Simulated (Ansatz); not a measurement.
The reference is PbTe in the rock salt structure (space group Fm-3m, No. 225; a = 6.442 Å).

Levels (all Ansatz, an electronic-structure program, PAW): PBEsol (420 eV, no spin-orbit coupling); HSE06 (420 eV, no spin-orbit coupling).

Its gap is 0.65 eV with PBEsol and 1.09 eV with HSE06.

Now apply this change: a hydrostatic pressure of 3 GPa.

With PBEsol the gap becomes 0.51 eV.

If the HSE06 correction stayed the same, what would the HSE06 gap be, and what does the HSE06 run give?

A rigid correction of +0.44 eV gives 0.95 eV. The HSE06 run gives 0.92 eV, so the two effects roughly add.

Single points use the geometry relaxed with PBEsol. HSE06 was sampled on its mesh, a few special points and the semilocal edge points, so its gap is an upper bound. Spin-orbit coupling, missing from the scalar runs, can matter with Pb and Te. Load acts through the strain it causes; cell and atoms are relaxed under it. No phonon test of stability was made.
